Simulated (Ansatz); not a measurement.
Take NiTe in the NiAs type structure (space group P6_3/mmc, No. 194; a = 3.9729 Å, c = 5.1753 Å; non-magnetic; a model cell) as the base.

The values are results of Kohn–Sham DFT with the PBEsol functional, run in Ansatz (a first-principles code) with PAW and 420 eV plane waves, no spin-orbit coupling, not measurements.

For the base:

The volume per atom is 17.69 Å³.

The change: every Ni is replaced by Pd, then cell and atoms are relaxed.

Question: Predict the new volume per atom.

Answer: The volume per atom grows by 3.33 Å³, from 17.69 Å³ to 21.02 Å³.

Stability against distortions was not tested. Seeded moments were not kept for the base. All final runs are without spin polarisation.
